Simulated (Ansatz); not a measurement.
Base system: Ti3Al (space group P6_3/mmc, No. 194; a = 5.755 Å, c = 4.655 Å). Axes: x lies along a and z along c of the hexagonal cell.

(Cell as relaxed with PBE.)

Levels (all Ansatz, a quantum-chemistry and plane-wave program, PAW, earlier PAW set): PBE (420 eV, no spin-orbit coupling); r2SCAN (500 eV, without spin-orbit coupling).

Each level relaxes its own structure.

```
base                      PBE    r2SCAN
-------------------  --------  --------
volume per atom      16.69 Å³  16.56 Å³
lattice parameter a   5.755 Å   5.747 Å
band gap                 zero      zero
```

Perturbation: uniaxial stress, 8 GPa compression along z; all other stress components relax to zero.

```csv
quantity,PBE,r2SCAN
volume per atom,16.38 Å³,16.26 Å³
energy relative to the base (free energy F),+19 meV/atom,+16 meV/atom
band gap,zero,zero
```

PBE's volume per atom lies 0.12 Å³ above r2SCAN's (0.7 %); PBE's energy relative to the base lies 3.2 meV/atom above r2SCAN's; the two agree on the band gap. Neither level is exact; r2SCAN is the comparison here, not a measurement.

Load acts through the strain it causes; cell and atoms are relaxed under it. Beyond what the load breaks, stability against distortions was not tested. The final runs are not spin-polarised.
